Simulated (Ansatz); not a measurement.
**Response to strain in Zr**

Start from Zr in the hcp (Mg type) structure (space group P6_3/mmc, No. 194; a = 3.1438 Å, c = 5.0928 Å; relaxed with 0.1 eV smearing). Axes: x lies along a and z along c of the hexagonal cell.

Strains are applied to the cell and any free atomic positions relax; under biaxial strain the out-of-plane vector relaxes too.

The values are results of LDA (Ansatz, a program for electronic structure, PAW, no spin-orbit coupling), not measurements.

```tsv
biaxial strain, plane normal [001], relaxed out of plane (%)	out-of-plane strain (%)
-3	3.26
-2.5	2.63
-2	2.04
-1.5	1.49
-1	0.97
-0.5	?
0	0.00
```

Task: Fit ε⊥ = −νε + γε² (strains in %) to the rows shown and predict the withheld row.

Result: Least squares on the printed values gives ν = 0.90 (the biaxial Poisson response) and γ = 0.062 (largest residual 0.01 %); this predicts 0.47 %, and the run gives 0.47 %, in agreement.

Whether these cells are dynamically stable was not tested. All final runs are without spin polarisation.
